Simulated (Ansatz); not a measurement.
Pyrite PtAs2, treated with PBE-D4 (Ansatz, an electronic-structure program, plane waves, PAW).

Run with plane-wave cutoff 520 eV, 6×6×6 k mesh, Fermi–Dirac smearing 0.01 eV, scalar-relativistic PAW data made under PBE.

Energies at three volumes about the minimum:

```
V (Å³/atom)  E − E_lowest (meV/atom)
-----------  -----------------------
17.593                          3.53
17.952                          0.00
18.311                          3.25
```

Question: Fit a parabola by hand: where is the minimum, what lattice constant follows, and what is the bulk modulus?

Answer: Slopes: (0.00 − 3.53)/(17.952 − 17.593) = -9.833 and (3.25 − 0.00)/(18.311 − 17.952) = 9.053 meV/Å³. Curvature E″ = 2 × (9.053 − (-9.833))/(18.311 − 17.593) = 52.607 meV/Å⁶. From the middle of the first interval, the slope vanishes at V0 = 17.7725 − (-9.833)/52.607 = 17.959 Å³/atom. B = V0 E″ = 17.959 × 52.607 meV/Å³ × 0.1602 GPa per meV/Å³ = 151 GPa. With 12 atoms in the cube, a = (12 × 17.959)^(1/3) = 5.995 Å. The full Birch–Murnaghan fit to all volumes gives V0 = 17.952 Å³/atom and B0 = 151 GPa.

Shape and atoms are relaxed at each volume.

Measured, for comparison: lattice constant a 5.967 Å (temperature not stated, not corrected to a static lattice; as tabulated in Wikipedia's data pages).

Note: the bulk modulus comes from volumes at which shape and atoms were relaxed.
